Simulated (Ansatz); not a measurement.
B20 (FeSi-type) CoSi

These are r²SCAN-D4 (plane waves, PAW; Ansatz, an electronic-structure program) values and carry that method's errors.

Settings: plane-wave cutoff 500 eV, 10×10×10 k mesh, Fermi–Dirac smearing 0.05 eV, no spin polarisation, scalar-relativistic PAW data made under PBE.

Cell (relaxed at this level):

CoSi is taken in the cubic space group P2₁3 (No. 198), Pearson symbol cP8. Lattice parameters: a = b = c = 4.370 Å, α = β = γ = 90.00°. Co on 4a is surrounded by 7 Si at 2.287–2.392 Å and 6 Co at 2.688 Å. Si on 4a has 7 Co at 2.287–2.392 Å and 6 Si at 2.704 Å. (Neighbours: up to the widest gap in distance over summed covalent radii, below 1.35, at either atom; cation-cation and far metal-metal contacts left out.)

```yaml
equilibrium_volume_per_atom: 10.43 Å³/atom
lattice_constant_a: 4.370 Å
```

Measured, for comparison: equilibrium volume per atom 10.97 Å³/atom, lattice constant a 4.444 Å (temperature not stated, not corrected to a static lattice; as tabulated in Wikipedia's data pages). Computed (rounded) less measured: equilibrium volume per atom -4.9 %, lattice constant a -1.7 %. A static lattice is as a rule a little smaller and stiffer than an uncorrected measurement, which narrows the difference in the lattice constant a and would widen misses of the other sign.
